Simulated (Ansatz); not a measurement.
Worked example: self-consistent single point of LaAl2 (R3m, 6 atoms in the cell) in Ansatz (a quantum-chemistry and plane-wave program).

Method of the run: PBEsol, default PAW files made with PBE (plane waves; Ansatz).

The change in words: lattice scaled by 0.98; kpoints.mp_grid.grid: 7 7 7 → 13 13 13. Reference geometry:
```xyz
6
Lattice="0.0000 4.0441 4.0441 4.0441 0.0000 4.0441 4.0441 4.0441 0.0000" Properties=species:S:1:pos:R:3 pbc="T T T"
La     0.0289     0.0289     0.0289
La     2.0221     2.0221     2.0221
Al     5.0552     5.0552     5.0552
Al     5.0552     3.0331     3.0331
Al     3.0331     3.0331     5.0552
Al     3.0331     5.0552     3.0331
```

Reference input (self-consistent single point, DFT, PBEsol, plane waves, default PAW files made with PBE): basis.ecutwfc = 30.9 Ry; kpoints.mp_grid.grid = 7 7 7; hamiltonian.xc = pbesol; hamiltonian.pseudopotentials = {kind: paw} (the program's default PAW files); scf.occupations.method = fermi_dirac; scf.occupations.width = 0.0073 Ry. This run's input differs from it in these lines:

Ansatz 0.2 input:
```diff
@@ -3,5 +3,5 @@
   lattice:
-    - [0.000000, 4.044143, 4.044143]
-    - [4.044143, 0.000000, 4.044143]
-    - [4.044143, 4.044143, 0.000000]
+    - [0.000000, 3.963260, 3.963260]
+    - [3.963260, 0.000000, 3.963260]
+    - [3.963260, 3.963260, 0.000000]
   atoms:
@@ -16,3 +16,3 @@
 kpoints:
-  mp_grid: { grid: [7, 7, 7] }
+  mp_grid: { grid: [13, 13, 13] }
 hamiltonian:
```

Output (repeated stretches shortened):

```
SCF iter   1: F=—  HF=-14423.723862 eV  |F-HF|=—  |Δ(HF+E_count)|=         —  Δρ=2.34e-3  dr2=5.97e-3  ethr=1.77e-3  ⟨swp⟩=6.4  Hψ=29663  notcnv=0  defer=9
all-band conjugate gradients solve this SCF's bands
preconditioner: auto → Kerker (q_TF=auto, 2.198 Å⁻¹)
SCF iter   2: F=—  HF=-14423.721887 eV  |F-HF|=—  |Δ(HF+E_count)|=   1.98e-3  Δρ=1.36e-3  dr2=1.79e-3  ethr=1.76e-5  ⟨swp⟩=2.0  Hψ=10491  notcnv=0
SCF iter   3: F=—  HF=-14423.721860 eV  |F-HF|=—  |Δ(HF+E_count)|=   2.65e-5  Δρ=2.61e-4  dr2=1.76e-4  ethr=5.27e-6  ⟨swp⟩=2.2  Hψ=9261  notcnv=0
SCF iter   4: F=—  HF=-14423.721839 eV  |F-HF|=—  |Δ(HF+E_count)|=   2.13e-5  Δρ=9.45e-5  dr2=2.70e-5  ethr=5.18e-7  ⟨swp⟩=2.3  Hψ=6442  notcnv=0
SCF iter   5: F=—  HF=-14423.721878 eV  |F-HF|=—  |Δ(HF+E_count)|=   3.86e-5  Δρ=1.51e-5  dr2=3.03e-7  ethr=7.95e-8  ⟨swp⟩=2.1  Hψ=8225  notcnv=0
SCF iter   6: F=-14423.721878 eV  HF=-14423.721878 eV  |F-HF|=3.86e-10  |Δ(HF+E_count)|=   9.59e-8  Δρ=2.45e-6  dr2=5.27e-9  ethr=2.94e-10  ⟨swp⟩=8.2  Hψ=25526  notcnv=0
SCF 1 converged in 6 iterations: F = -14423.721878 eV  dr2 = 5.27e-9
Free energy (F): -14423.721878 eV
Internal energy: -14423.606544 eV  (E = F + TS)
E sigma→0 (E₀):  -14423.664211 eV
Entropy (-TS):   -0.115333 eV (-19.222 meV/atom)
Fermi energy:    10.740514 eV
--- Forces (eV/Å), atoms counted from 1 ---
  atom   1  La    -0.15115088    -0.15115088    -0.15115088
  atom   2  La     0.01545062     0.01545062     0.01545062
  atom   3  Al     0.01387722     0.01387722     0.01387722
  atom   4  Al     0.05375883     0.03403173     0.03403173
  atom   5  Al     0.03403173     0.03403173     0.05375883
  atom   6  Al     0.03403173     0.05375883     0.03403173
--- Stress (GPa, compression-positive) ---
        3.981734      -0.121116      -0.121116
       -0.121116       3.981734      -0.121116
       -0.121116      -0.121116       3.981734
  P = ⅓ Tr σ = 3.9817 GPa (39.817 kbar)
  The stress holds the Pulay correction. Without it, at fixed plane waves, as pw.x and ABINIT print it: P = 3.9473 GPa
```

The run converged in 6 iterations. Against the reference run the free energy rises by 11.8 meV/atom, the pressure goes from -0.67 to 3.98 GPa and the largest force goes from 0.228 to 0.262 eV/Å.

The starting cell comes from a database of computed structures (which also holds hypothetical and non-ambient phases and stackings), without a prior relaxation at this level. Its lattice was rescaled by up to half a per cent. One atom was moved a little off its site on purpose. For this run, on top of that: lattice scaled by 0.98. With a pressure of about 4 GPa the cell is away from its equilibrium volume at this level. Ansatz's pressure includes its estimate of the finite-basis (Pulay) stress.

Cost on one core of a shared machine: roughly 70 s.
